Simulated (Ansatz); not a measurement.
Element substitutions in hypothetical NiAs type KF

The parent structure is KF in the NiAs type structure (space group P6_3/mmc, No. 194; a hypothetical phase, not in the database extracts checked).

```yaml
crystal:
  lattice:
    - [3.66070, 0.00000, 0.00000]
    - [-1.83035, 3.17026, 0.00000]
    - [0.00000, 0.00000, 6.47940]
  atoms:
    - { symbol: K, position: [0.00000, 0.00000, 0.00000] }
    - { symbol: K, position: [0.00000, 0.00000, 0.50000] }
    - { symbol: F, position: [0.33333, 0.66667, 0.25000] }
    - { symbol: F, position: [0.66667, 0.33333, 0.75000] }
```

Each row replaces one element on all its sites; cell and atoms are relaxed.

The values are results of r2SCAN in Ansatz (plane waves to 500 eV, PAW, spin-orbit coupling left out), not measurements.

```json
[
 {"change": "base", "electron mass": "0.58 mₑ along c, 0.54 mₑ across (at Γ)", "shortest interatomic distance": "2.663 Å", "width of the top valence band": "0.25 eV", "band gap": "6.86 eV", "c/a ratio": "1.770"},
 {"change": "K → Na", "electron mass": "0.57 mₑ (at Γ)", "shortest interatomic distance": "2.303 Å", "width of the top valence band": "0.65 eV", "band gap": "7.18 eV", "c/a ratio": "1.751"},
 {"change": "F → I", "electron mass": "0.32 mₑ along c, 0.35 mₑ across (at Γ)", "shortest interatomic distance": "3.553 Å", "width of the top valence band": "0.59 eV", "band gap": "4.50 eV", "c/a ratio": "1.751"},
 {"change": "K → H", "electron mass": "0.25 mₑ (at Γ)", "shortest interatomic distance": "1.726 Å", "width of the top valence band": "1.94 eV", "band gap": "3.34 eV", "c/a ratio": "1.648"},
 {"change": "F → Cl", "electron mass": "0.43 mₑ along c, 0.46 mₑ across (at Γ)", "shortest interatomic distance": "3.152 Å", "width of the top valence band": "0.45 eV", "band gap": "5.76 eV", "c/a ratio": "1.756"}
]
```

Spin-orbit coupling, missing from the scalar runs, can matter with I. Masses are band curvatures over ±0.01 Å⁻¹ around the edge. Stability against distortions was not tested. As relaxed here, NaF, KI, HF and KCl are hypothetical phases, not in the database extracts checked.

Ansatz is an electronic-structure program.
